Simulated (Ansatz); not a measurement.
Start from Mo in the bcc (W type) structure (space group Im-3m, No. 229; a = 3.130 Å; relaxed with 0.1 eV smearing).

The values are results of PBEsol (Ansatz, an electronic-structure program), no spin-orbit coupling, not measurements.

Before the change:

| Item | Value |
|---|---|
| Pressure | 0.0 GPa |
| Band gap | zero |

Modification: an isotropic linear strain of +1.00 %; the atoms relax in the strained cell.

**Question.** What happens to the pressure, energy relative to the base and band gap?

**Answer.** The pressure goes from zero to -7.8 GPa; the energy goes up by 12 meV/atom; the band gap remains zero.

Whether these cells are dynamically stable was not tested. The final runs are not spin-polarised.
